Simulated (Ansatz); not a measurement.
Spinel FeAl2O4 was calculated with PBEsol in Ansatz (PAW).

Run with plane-wave cutoff 520 eV, 12×12×12 k mesh, Fermi–Dirac smearing 0.05 eV, spin-polarised with parallel moments, scalar-relativistic PAW data made under PBE.

Energies at three volumes about the minimum:

```json
[
 {"V (Å³/atom)": "9.404", "E − E_lowest (meV/atom)": "2.51"},
 {"V (Å³/atom)": "9.596", "E − E_lowest (meV/atom)": "0.00"},
 {"V (Å³/atom)": "9.787", "E − E_lowest (meV/atom)": "2.31"}
]
```

### Question
Fit a parabola by hand: where is the minimum, and what is the bulk modulus?

### Answer
Slopes: (0.00 − 2.51)/(9.596 − 9.404) = -13.073 and (2.31 − 0.00)/(9.787 − 9.596) = 12.094 meV/Å³. Curvature E″ = 2 × (12.094 − (-13.073))/(9.787 − 9.404) = 131.420 meV/Å⁶. From the middle of the first interval, the slope vanishes at V0 = 9.5000 − (-13.073)/131.420 = 9.599 Å³/atom. B = V0 E″ = 9.599 × 131.420 meV/Å³ × 0.1602 GPa per meV/Å³ = 202 GPa. The full Birch–Murnaghan fit to all volumes gives V0 = 9.596 Å³/atom and B0 = 201 GPa.

Measured, for comparison: equilibrium volume per atom 9.69 Å³/atom (temperature not stated, not corrected to a static lattice, from a published cell, temperature and pressure not stated; as tabulated in American Mineralogist 69, 937 (1984)). Computed less measured: equilibrium volume per atom -0.9 %. A static lattice is as a rule a little smaller and stiffer than an uncorrected measurement, which can account for part of this in the equilibrium volume per atom.

Note: the magnetic order was assumed, not searched for or taken from measurement; functionals without U or exact exchange can leave correlated insulators metallic, so the missing gap need not be real.

Ansatz is a quantum-chemistry and plane-wave program.
